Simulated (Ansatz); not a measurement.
Cost and result by functional for the adsorption energy of NH3 on the 1x1 (110) surface of zinc-blende InP (cut with top plane In + P), one in a 2x1 cell, started at the site 'hollow P', in Ansatz (plane waves, PAW). Single points on the PBE structure, on one kind of machine; costs are rough ratios of the slab run's core time (references not counted) to the cheapest single point. r2SCAN's cost holds its higher cutoff (500 against 420 eV). Differences are taken against HSE06 for comparison alone: no measured value is at hand, so the table doesn't rank accuracy. HSE06 ran on a coarser k-mesh, which lowers its cost and may carry part of its shift.

Host crystal: zinc-blende InP, with a band gap (PBE, scalar-relativistic without spin-orbit coupling).

Slab: 24 atoms, 8.9 Å thick at the start under the adsorbate (thin: gaps and levels are the slab's own); k 3x4x1, smearing 0.01 eV, dipole-corrected; 8 atoms held, the rest relaxed; no symmetry held; no spin, no spin-orbit, no U, no dispersion correction. At the end it is bonded to In. In PBE it is, or lies within 0.03 eV of, the lowest of the starts that converged. These notes are the PBE run's. Adsorption energies are against NH3(g). A negative adsorption energy means that the adsorbate is more stable on the surface than in its reference.

```tsv
functional	relative cost	adsorption energy (eV)	less HSE06 (eV)
RPBE	1	-0.69	0.29
r2SCAN	2	-1.10	-0.11
HSE06	30	-0.99	0.00
PBE (the relaxed run's value)	–	-0.91	0.07
```

The values span 0.41 eV, while the single points' costs differ by a factor of roughly 30. Differences are of unrounded values.

Ansatz is a program for electronic structure.
